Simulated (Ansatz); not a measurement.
## Worked example: self-consistent single point of TaBeB (P-6m2, 3 atoms in the cell) in Ansatz

Method: LDA (PW92), default PAW files made with PBE (plane waves; Ansatz, a first-principles code).

Input as run:

Ansatz 0.2 input:
```yaml
crystal:
  lattice:
    - [3.240150, 0.000000, 0.000000]
    - [-1.620075, 2.806053, 0.000000]
    - [0.000000, 0.000000, 3.236362]
  atoms:
    - { symbol: Ta, position_ang: [0.000000, 0.000000, 0.000000] }
    - { symbol: Be, position_ang: [-0.000002, 1.870703, 1.618181] }
    - { symbol: B, position_ang: [1.620077, 0.935350, 1.618181] }
basis:
  ecutwfc: 30.9 Ry
kpoints:
  mp_grid: { grid: [12, 12, 10] }
hamiltonian:
  xc: lda
  pseudopotentials: { kind: paw }
scf:
  occupations: { method: fermi_dirac, width: 0.0073 Ry }
output:
  forces: true
  eigenvalues: true
  stress: true
```

Output, abridged:

```
WARN the atoms were moved onto the symmetric positions of the space group found under crystal.symmetry.tolerance 1.0e-5 (fractional …
WARN ansatz: RAYON_NUM_THREADS=1 ignored (pool sized by the plan → 1); use --threads N
Pseudopotentials: kind: paw
Pseudopotential: Ta, paw, valence charge 13
Pseudopotential: Be, paw, valence charge 2
Pseudopotential: B, paw, valence charge 3
Crystal: 3 atoms, lattice volume = 29.425 Å³
Basis set: ecut = 420.4159175005146 eV, 611 PW (Γ)
Bands: 13, of which v1, the nominal top of the filled ones, is band 9 counted from 1 (8 counted from 0)
Symmetry: 12 space group operations
Space group: P-6m2 (ITA 187), of the structure as read, at distance tolerance 3.1e-5 Å
k-points: 114 of 1440 (time reversal used)
PAW frozen core: Ta, regenerated for the run's functional, and the local potential with it
PAW frozen core: Be, regenerated for the run's functional, and the local potential with it
PAW frozen core: B, regenerated for the run's functional, and the local potential with it
Initial density: superposition of atomic densities (neutral atoms: chi_scale 0, normalization atom), corrected by the library's trained network
Initial wavefunctions: pseudopotential atomic-orbital guess
Eigensolver: davidson
Functional: x = slater, c = lda
SCF iter   1: F=—  HF=-9922.745292 eV  |F-HF|=—  |Δ(HF+E_count)|=         —  Δρ=5.60e-3  dr2=8.91e-3  ethr=1.77e-3  ⟨swp⟩=5.4  Hψ=8693  notcnv=0
all-band conjugate gradients solve this SCF's bands
preconditioner: auto → none
SCF iter   2: F=—  HF=-9922.742890 eV  |F-HF|=—  |Δ(HF+E_count)|=   2.40e-3  Δρ=3.29e-3  dr2=3.18e-3  ethr=4.95e-5  ⟨swp⟩=1.0  Hψ=2394  notcnv=0
SCF iter   3: F=—  HF=-9922.741802 eV  |F-HF|=—  |Δ(HF+E_count)|=   1.09e-3  Δρ=3.71e-4  dr2=6.32e-5  ethr=1.77e-5  ⟨swp⟩=2.0  Hψ=2026  notcnv=0
SCF iter   4: F=—  HF=-9922.741782 eV  |F-HF|=—  |Δ(HF+E_count)|=   2.04e-5  Δρ=9.50e-5  dr2=1.88e-6  ethr=3.51e-7  ⟨swp⟩=2.0  Hψ=2048  notcnv=0
iter 5 did not close the SCF: its close was put off for the readings that it lacked (scf_convergence_deferred on its scf_iter line)
SCF iter   5: F=-9922.741781 eV  HF=-9922.741781 eV  |F-HF|=2.67e-8  |Δ(HF+E_count)|=   7.84e-7  Δρ=1.33e-5  dr2=3.98e-8  ethr=1.05e-8  ⟨swp⟩=2.2  Hψ=2161  notcnv=0
SCF iter   6: F=-9922.741781 eV  HF=-9922.741781 eV  |F-HF|=3.79e-9  |Δ(HF+E_count)|=   1.10e-8  Δρ=4.09e-6  dr2=4.90e-9  ethr=2.21e-10  ⟨swp⟩=2.0  Hψ=5220  notcnv=0
SCF 1 converged in 6 iterations: F = -9922.741781 eV  dr2 = 4.90e-9
SCF converged after 6 iterations
Free energy (F): -9922.741781 eV
Harris-Foulkes:  -9922.741781 eV  (|F-HF|=3.79e-9)
Internal energy: -9922.733188 eV  (E = F + TS)
E sigma→0 (E₀):  -9922.737485 eV
Entropy (-TS):   -0.008593 eV (-2.864 meV/atom)
Fermi energy:    15.990826 eV
--- Per-component energies (eV) ---
  E_band       = -98.150892
  E_kinetic    = 439.835657
  E_local      = -641.221306  (includes V_loc(G=0)·N_el)
  E_nonlocal   = 37.210875
  E_hartree    = 227.811842
  E_xc         = -270.765023
  E_vxc        = -265.902092  (∫ρ·V_xc dr)
  E_paw        = -8277.191812  (= ΣΔE_a)
  E_vpaw       = -123.698768  (= ΣTr[D̂ρ^β])
  E_aug_tail   = 0.000121  (compensation charges beyond the density's cutoff)
  E_ewald      = -1438.748566
  E_core_change = 0.335024  (= ΣΔE_core)
  E_smearing   = -0.008593  (= −TS)
  E_closure    = 0.000000  (closes the sum)
  Σ components = -9922.741781   (vs F -9922.741781, Δ=0.00e0)
--- Forces (eV/Å), atoms counted from 1 ---
  atom   1  Ta     0.00000000    -0.00000000     0.00000000
   [... zero for the other atoms too ...]
  max |Σ_I F_I| component: 2.78e-17 eV/Å
--- Stress (GPa, compression-positive) ---
       -6.738656      -0.000000      -0.000000
        0.000000      -6.738656      -0.000000
       -0.000000      -0.000000      -6.960249
  P = ⅓ Tr σ = -6.8125 GPa (-68.125 kbar)
  The stress holds the Pulay correction. Without it, at fixed plane waves, as pw.x and ABINIT print it: P = -6.9302 GPa
--- Band table (eV; the first three rows and the last of 114) ---
  k-point 0: bands = ["-51.7702", "-18.2747", "-18.1201", "-18.1201", "4.3161", "13.0940", "13.3405", "13.3405", "15.6941", "18.7491", "18.7491", "21.0491", "21.0491"]
  k-point 1: bands = ["-51.7692", "-18.3038", "-18.1175", "-18.1175", "4.4931", "12.7244", "13.4627", "13.4627", "15.9400", "18.0717", "18.0717", "21.1650", "21.1650"]
  k-point 2: bands = ["-51.7665", "-18.3792", "-18.1105", "-18.1105", "5.0038", "11.7920", "13.8236", "13.8236", "16.6278", "17.0078", "17.0078", "20.4112", "20.4112"]
  k-point 113: bands = ["-51.7366", "-18.4912", "-18.3580", "-18.3565", "8.0065", "9.8740", "12.4387", "12.6428", "13.5727", "19.7092", "20.9698", "22.1203", "22.3400"]
```

The run converged in 6 iterations.

The starting cell comes from a database of computed structures (which also holds hypothetical and non-ambient phases and stackings), without a prior relaxation at this level. Its lattice was rescaled by up to half a per cent. Spin-orbit coupling is off. Spin polarisation is off. With a pressure of about -7 GPa the cell is away from its equilibrium volume at this level. Ansatz's pressure includes its estimate of the finite-basis (Pulay) stress.
